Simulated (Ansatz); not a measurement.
The starting structures come from a database of crystals and need not be the phases stable at ambient conditions.

 Where the default PAW files enter, the runs use the earlier of Ansatz's two default sets.

The decay constant κ of evanescent states in the gap governs leakage through a thin film.

Data:

```
Si
1.0
    3.90795     0.00000     0.00000
    0.00000     6.45927     0.00000
    1.95397     0.00000     3.31802
Si
4
Direct
  0.33333   0.93699   0.33333
  0.66667   0.06301   0.66667
  0.66667   0.43699   0.66667
  0.33333   0.56301   0.33333
```

Space group of this cell: Cmcm. The cell is strained (lengths across the current scaled by 1.02, ions clamped); by r2SCAN its mean pressure is -3.4 GPa.

Transport runs along the normal of the first two printed cell vectors.

No gap correction and no spin-orbit coupling; mid-gap values are interpolated between computed energies.

**Question.** Estimate the band gap and the smallest decay constant κ at mid-gap that Ansatz (a quantum-chemistry and plane-wave program) with r2SCAN returns for this system.

**Answer.** Gap 0.56 eV on a 10×6×10 mesh; κ = 0.093 1/Å, at the zone centre.
